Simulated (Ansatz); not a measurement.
Defect: O vacancy in rutile TiO2, charge state +2. Computed with PBE, PAW (plane waves to 420 eV; Ansatz, a program for electronic structure).

72-site cell at the relaxed PBE lattice, one k-point at (0.250, 0.250, 0.250), smearing 0.01 eV, spin-restricted, no finite-size correction. Static, classical nuclei. The charge state is imposed; whether it is stable for some Fermi level was not computed. Forms of the defect that were not tried may lie lower.

Barriers: single points on a 2×2×2 k-point mesh shifted by half a step at the bands' geometries.

Relaxed starting cell (atoms counted from 1):

```yaml
crystal:
  lattice:
    - [9.28699, 0.00000, 0.00000]
    - [0.00000, 9.28699, 0.00000]
    - [0.00000, 0.00000, 8.89145]
  atoms:
    - { symbol: Ti, position: [0.97563, 0.97625, 0.00120] }
    - { symbol: Ti, position: [0.00951, 0.99381, 0.33228] }
    - { symbol: Ti, position: [0.99393, 0.01117, 0.67257] }
    - { symbol: Ti, position: [0.00353, 0.50247, 0.00619] }
    - { symbol: Ti, position: [0.98760, 0.50056, 0.33474] }
    - { symbol: Ti, position: [0.00318, 0.48616, 0.66635] }
    - { symbol: Ti, position: [0.49845, 0.00718, 0.99094] }
    - { symbol: Ti, position: [0.48807, 0.00190, 0.32932] }
    - { symbol: Ti, position: [0.50285, 0.98640, 0.66240] }
    - { symbol: Ti, position: [0.50001, 0.49971, 0.00681] }
    - { symbol: Ti, position: [0.51515, 0.49940, 0.34247] }
    - { symbol: Ti, position: [0.49817, 0.51736, 0.66957] }
    - { symbol: Ti, position: [0.26622, 0.27234, 0.18583] }
    - { symbol: Ti, position: [0.24009, 0.23466, 0.49983] }
    - { symbol: Ti, position: [0.27065, 0.26938, 0.81410] }
    - { symbol: Ti, position: [0.25716, 0.74477, 0.17063] }
    - { symbol: Ti, position: [0.24026, 0.74343, 0.50423] }
    - { symbol: Ti, position: [0.24616, 0.75817, 0.83838] }
    - { symbol: Ti, position: [0.75736, 0.24467, 0.16739] }
    - { symbol: Ti, position: [0.74378, 0.23954, 0.50213] }
    - { symbol: Ti, position: [0.74274, 0.26131, 0.83559] }
    - { symbol: Ti, position: [0.73004, 0.75265, 0.17030] }
    - { symbol: Ti, position: [0.76413, 0.76096, 0.49983] }
    - { symbol: Ti, position: [0.75255, 0.73153, 0.82940] }
    - { symbol: O, position: [0.15480, 0.15631, 0.32746] }
    - { symbol: O, position: [0.15522, 0.15599, 0.67233] }
    - { symbol: O, position: [0.14950, 0.65294, 0.99896] }
    - { symbol: O, position: [0.15125, 0.65229, 0.33263] }
    - { symbol: O, position: [0.14968, 0.65207, 0.66689] }
    - { symbol: O, position: [0.65048, 0.15207, 0.99978] }
    - { symbol: O, position: [0.65193, 0.15098, 0.33230] }
    - { symbol: O, position: [0.65153, 0.15111, 0.66684] }
    - { symbol: O, position: [0.64930, 0.64997, 0.00002] }
    - { symbol: O, position: [0.65377, 0.65435, 0.33584] }
    - { symbol: O, position: [0.65311, 0.65520, 0.66383] }
    - { symbol: O, position: [0.09833, 0.39630, 0.16226] }
    - { symbol: O, position: [0.09534, 0.39972, 0.50004] }
    - { symbol: O, position: [0.09853, 0.39559, 0.83431] }
    - { symbol: O, position: [0.09880, 0.90844, 0.16162] }
    - { symbol: O, position: [0.09863, 0.90571, 0.49835] }
    - { symbol: O, position: [0.09857, 0.90918, 0.83823] }
    - { symbol: O, position: [0.59361, 0.40153, 0.16651] }
    - { symbol: O, position: [0.59983, 0.40414, 0.50048] }
    - { symbol: O, position: [0.59341, 0.40272, 0.83232] }
    - { symbol: O, position: [0.59473, 0.90217, 0.16683] }
    - { symbol: O, position: [0.59717, 0.90229, 0.49874] }
    - { symbol: O, position: [0.59322, 0.90389, 0.83335] }
    - { symbol: O, position: [0.39462, 0.10005, 0.16509] }
    - { symbol: O, position: [0.39894, 0.09665, 0.49910] }
    - { symbol: O, position: [0.39411, 0.10020, 0.83682] }
    - { symbol: O, position: [0.40004, 0.59540, 0.16486] }
    - { symbol: O, position: [0.40459, 0.59959, 0.49870] }
    - { symbol: O, position: [0.39960, 0.59597, 0.83291] }
    - { symbol: O, position: [0.90748, 0.10008, 0.16065] }
    - { symbol: O, position: [0.90544, 0.09867, 0.50046] }
    - { symbol: O, position: [0.90722, 0.09989, 0.83847] }
    - { symbol: O, position: [0.90277, 0.59508, 0.16595] }
    - { symbol: O, position: [0.90134, 0.59780, 0.49965] }
    - { symbol: O, position: [0.90042, 0.59561, 0.83268] }
    - { symbol: O, position: [0.34033, 0.34154, 0.00012] }
    - { symbol: O, position: [0.34921, 0.35229, 0.34332] }
    - { symbol: O, position: [0.35121, 0.35080, 0.65617] }
    - { symbol: O, position: [0.34702, 0.84592, 0.99995] }
    - { symbol: O, position: [0.34655, 0.84782, 0.33153] }
    - { symbol: O, position: [0.34566, 0.84657, 0.66647] }
    - { symbol: O, position: [0.84389, 0.34857, 0.99949] }
    - { symbol: O, position: [0.84624, 0.34683, 0.33207] }
    - { symbol: O, position: [0.84631, 0.34664, 0.66742] }
    - { symbol: O, position: [0.83957, 0.84127, 0.99999] }
    - { symbol: O, position: [0.84838, 0.84885, 0.32965] }
    - { symbol: O, position: [0.84849, 0.84889, 0.66995] }
```
Cell charge +2.

End state 1 differs by these moves (Å; atoms that move under 0.08 Å are left out):

| atom | element | Δx | Δy | Δz |
|---|---|---|---|---|
| 1 | Ti | 0.21 | 0.34 | -0.01 |
| 2 | Ti | -0.16 | -0.03 | 0.00 |
| 3 | Ti | 0.15 | -0.17 | -0.05 |
| 4 | Ti | -0.23 | 0.16 | -0.22 |
| 5 | Ti | -0.06 | 0.20 | 0.17 |
| 7 | Ti | -0.02 | -0.23 | 0.05 |
| 8 | Ti | 0.27 | 0.01 | 0.08 |
| 9 | Ti | -0.19 | 0.20 | 0.04 |
| 10 | Ti | -0.01 | 0.13 | -0.08 |
| 11 | Ti | -0.19 | -0.06 | -0.11 |
| 12 | Ti | 0.08 | -0.25 | -0.04 |
| 13 | Ti | 0.06 | -0.42 | -0.17 |
| 14 | Ti | 0.00 | 0.10 | -0.03 |
| 15 | Ti | -0.15 | -0.09 | 0.20 |
| 16 | Ti | -0.12 | 0.09 | 0.02 |
| 17 | Ti | 0.20 | 0.02 | -0.03 |
| 18 | Ti | -0.04 | -0.17 | -0.05 |
| 19 | Ti | -0.06 | 0.14 | -0.06 |
| 20 | Ti | 0.17 | 0.06 | -0.03 |
| 21 | Ti | -0.01 | -0.21 | -0.04 |
| 22 | Ti | 0.16 | -0.02 | -0.03 |
| 23 | Ti | -0.28 | -0.10 | 0.04 |
| 24 | Ti | -0.03 | 0.33 | 0.02 |
| 36 | O | 0.47 | -2.19 | -1.39 |
| 37 | O | -0.02 | 0.06 | -0.05 |
| 38 | O | -0.05 | 0.10 | 0.06 |
| 48 | O | 0.13 | -0.08 | 0.02 |
| 54 | O | -0.06 | -0.04 | 0.06 |
| 58 | O | -0.02 | 0.04 | 0.10 |
| 59 | O | -0.03 | 0.05 | -0.08 |
| 60 | O | 0.01 | 0.08 | 0.04 |
| 61 | O | -0.08 | -0.02 | -0.13 |
| 62 | O | -0.07 | -0.01 | 0.11 |
| 66 | O | 0.08 | 0.03 | 0.04 |
| 69 | O | 0.08 | 0.04 | 0.00 |

Problem. What forward and backward barriers to end state 1 does PBE, PAW give?

Solution. forward 1.06 eV, backward 1.06 eV; at the saddle point atom 36 has neighbours Ti at 1.82, Ti at 2.27, Ti at 2.29 Å. The check of the saddle point's order was inconclusive.

End state 2 differs by these moves (Å; atoms that move under 0.08 Å are left out):

```
atom  element     Δx     Δy     Δz
----  -------  -----  -----  -----
1          Ti   0.21   0.23  -0.08
2          Ti  -0.09  -0.10  -0.02
3          Ti  -0.10  -0.09  -0.14
4          Ti  -0.03  -0.08   0.02
5          Ti   0.07   0.13   0.02
6          Ti   0.07   0.12   0.03
7          Ti  -0.03  -0.08   0.02
8          Ti   0.07   0.12   0.03
9          Ti   0.07   0.13   0.02
10         Ti   0.21   0.23  -0.08
11         Ti  -0.10  -0.09  -0.14
12         Ti  -0.09  -0.10  -0.02
13         Ti  -0.36  -0.38   0.00
14         Ti   0.17   0.29   0.00
15         Ti  -0.36  -0.38   0.00
16         Ti  -0.05  -0.02  -0.09
17         Ti   0.17   0.13  -0.08
18         Ti  -0.05  -0.02  -0.09
20         Ti   0.10   0.20  -0.04
22         Ti   0.15   0.15   0.00
23         Ti  -0.28  -0.20   0.00
24         Ti   0.15   0.15   0.00
25          O  -0.07  -0.06   0.14
26          O  -0.06  -0.07  -0.14
33          O   0.09   0.09  -0.01
60          O  -1.69  -1.69  -0.01
61          O  -0.06  -0.07  -0.14
62          O  -0.07  -0.06   0.14
69          O   0.09   0.09  -0.01
```

Problem. What is the computed forward and backward barriers to end state 2 (PBE, PAW)?

Solution. forward 0.80 eV, backward 0.80 eV; at the saddle point atom 60 has neighbours 2 Ti at 1.76 Å. The check of the saddle point's order was inconclusive.

End state 3 differs by these moves (Å; atoms that move under 0.08 Å are left out):

```csv
atom,element,Δx,Δy,Δz
1,Ti,0.31,0.16,0.00
2,Ti,-0.31,-0.16,0.00
3,Ti,0.00,0.00,-0.11
4,Ti,-0.15,-0.02,-0.07
5,Ti,0.15,0.02,-0.07
7,Ti,-0.10,-0.05,0.11
8,Ti,0.10,0.05,0.11
10,Ti,0.14,0.00,-0.14
11,Ti,-0.14,0.00,-0.14
13,Ti,0.00,0.00,-0.34
14,Ti,0.28,0.32,0.17
15,Ti,-0.28,-0.32,0.17
17,Ti,0.05,0.14,-0.08
18,Ti,-0.06,-0.14,-0.09
20,Ti,-0.01,0.20,-0.04
21,Ti,0.01,-0.20,-0.04
23,Ti,-0.11,-0.27,0.03
24,Ti,0.11,0.27,0.03
25,O,0.00,0.00,-2.86
26,O,0.00,0.00,-0.10
39,O,0.00,0.00,0.09
54,O,0.00,0.00,0.11
60,O,0.08,0.10,-0.09
61,O,-0.08,-0.10,-0.09
62,O,0.00,0.00,0.18
69,O,0.08,0.07,0.03
70,O,-0.08,-0.07,0.03
```

Problem. What forward and backward barriers to end state 3 does PBE, PAW give?

Solution. forward 2.16 eV, backward 2.16 eV; at the saddle point atom 25 has neighbours Ti at 1.72 Å. The check of the saddle point's order was inconclusive, and it lies on a symmetry element of the cell, where a band can be held.
